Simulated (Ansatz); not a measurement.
**Smallest direct gap on the k points sampled of GaAl₃As₄ (model structure, P-4m2, No. 115, 8 atoms in the cell) at several levels of theory**

No measured value is used here.

| level (code) | value (eV) |
|---|---|
| LDA (Ansatz) | 1.28 |
| PBE (Ansatz) | [?] |
| PBEsol (Ansatz) | 1.35 |
| r²SCAN (Ansatz) | 1.80 |
| HSE06 (Ansatz) | 2.08 |

Q: What belongs in the gaps?

A: 
- PBE (Ansatz, a program for electronic structure), value (eV): 1.46

Computed values are for a static lattice. Levels without +SOC have no spin–orbit coupling; where heavier elements are present it shifts gaps, mostly down, and can invert bands.  Values are at the PBEsol cell. Cutoffs and k meshes differ between the levels. Ansatz's density-functional and Hartree–Fock values are scalar-relativistic unless marked +SOC, with PAW data made under PBE.

A model structure was made by putting elements into a prototype or built by hand; it is no filed structure, need not be a known phase, and can be a saddle point held by its symmetry.
